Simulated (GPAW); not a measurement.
A self-consistent single point of BaSn (P1, 4 atoms in the cell) with GPAW.

Method of the run: PBEsol, GPAW PAW datasets PBEsol (made by gpaw-setup) (plane waves; GPAW 25.7.0).

The change in words: atoms moved at random. Reference geometry:
```yaml
crystal:
  lattice:
    - [2.68307, -6.36291, 0.00000]
    - [2.68307, 6.36291, 0.00000]
    - [0.00000, 0.00000, 4.71514]
  atoms:
    - { symbol: Ba, position: [0.13558, 0.86442, 0.25000] }
    - { symbol: Ba, position: [0.86442, 0.13558, 0.75000] }
    - { symbol: Sn, position: [0.42794, 0.57206, 0.25000] }
    - { symbol: Sn, position: [0.57206, 0.42794, 0.75000] }
```

Reference input (self-consistent single point, DFT PBEsol, plane waves, GPAW PAW datasets PBEsol (made by gpaw-setup)): mode = pw; ecut = 550 eV; xc = PBEsol; kpts = 5 5 5; mesh shift (steps) = 0 0 0; occupations.name = fermi-dirac; occupations.width = 0.05 eV; nbands = -8; convergence.forces = 0.001 eV/Å; symmetry.symmorphic = false; symmetry.tolerance = 0.0005; maxiter = 100. This run's input differs from it in these lines:

```diff
@@ -8,6 +8,6 @@
                     [0.000000, 0.000000, 4.715140]],
-              scaled_positions=[[0.135580, 0.864420, 0.250000],
-                                [0.864420, 0.135580, 0.750000],
-                                [0.427940, 0.572060, 0.250000],
-                                [0.572060, 0.427940, 0.750000]],
+              scaled_positions=[[0.139690, 0.870092, 0.245263],
+                                [0.867202, 0.128137, 0.738642],
+                                [0.426924, 0.575234, 0.254107],
+                                [0.566183, 0.426537, 0.761988]],
               pbc=True)
```

Log, with long lists cut:

```
     iter     time        total  log10-change:
                         energy   eigst   dens  force
iter:   1 --:--:--   -16.314739
iter:   2 --:--:--   -16.391858   -0.88  -1.24
iter:   3 --:--:--   -16.091866   -1.51  -1.29
iter:   4 --:--:--   -16.106263   -2.08  -1.52
iter:   5 --:--:--   -16.026513   -2.20  -1.76
iter:   6 --:--:--   -16.026767   -3.56  -2.18
iter:   7 --:--:--   -16.022770c  -3.25  -2.22
iter:   8 --:--:--   -16.020688c  -3.65  -2.46
iter:   9 --:--:--   -16.020548c  -5.20  -2.97
iter:  10 --:--:--   -16.020259c  -5.43  -3.00
iter:  11 --:--:--   -16.020163c  -5.59  -3.08
iter:  12 --:--:--   -16.020081c  -6.13  -3.18
iter:  13 --:--:--   -16.020009c  -6.16  -3.24
iter:  14 --:--:--   -16.019999c  -5.61  -3.34
iter:  15 --:--:--   -16.019960c  -5.62  -3.51
iter:  16 --:--:--   -16.019961c  -6.80  -3.96
iter:  17 --:--:--   -16.019961c  -7.81c -3.97
iter:  18 --:--:--   -16.019956c  -7.08  -3.99
iter:  19 --:--:--   -16.019957c  -8.48c -4.56c
iter:  20 --:--:--   -16.019956c  -9.60c -4.65c -3.04c
Converged after 20 iterations.

Dipole moment: (0.237857, -0.930433, -0.061725) |e|*Ang

Energy contributions relative to reference atoms: (reference = -778253.262745)

Kinetic:         +4.550046
Potential:       -0.697609
External:        +0.000000
XC:             -19.787736
Entropy (-ST):   -0.012066
Local:           -0.078624
SIC:             +0.000000
--------------------------
Free energy:    -16.025990
Extrapolated:   -16.019956

Showing only first 2 kpts
 Kpt  Band  Eigenvalues  Occupancy
  0    22      5.10953    2.00000
  0    23      5.94874    1.99206
  0    24      6.97654    0.00000
  0    25      7.30043    0.00000

  1    22      4.91478    2.00000
  1    23      6.14947    1.63834
  1    24      6.84697    0.00001
  1    25      6.95542    0.00000

Fermi level: 6.22501

No gap
No difference between direct/indirect transitions
Energy (eV): -16.019956

Forces in eV/Ang:
  0 Ba   -0.09310    0.00706    0.10352
  1 Ba    0.04379    0.14505    0.14225
  2 Sn   -0.02498   -0.09792   -0.00622
  3 Sn    0.07422   -0.05496   -0.24182

Stress tensor:
     0.009621    -0.000303     0.000105
    -0.000303     0.007795    -0.001344
     0.000105    -0.001344     0.006853
Stress (GPa, Voigt): [ 1.5415  1.2489  1.098  -0.2154  0.0168 -0.0485]
```

The run converged in 20 iterations. GPAW prints stress with tension positive. Against the reference run the free energy rises by 4.8 meV/atom, the pressure goes from -1.46 to -1.30 GPa and the largest force goes from 0.061 to 0.259 eV/Å.

The starting cell comes from a database of computed structures (which also holds hypothetical and non-ambient phases and stackings), without a prior relaxation at this level. For this run, on top of that: atoms moved at random.

Cost on one core of a shared machine: roughly 3 min.
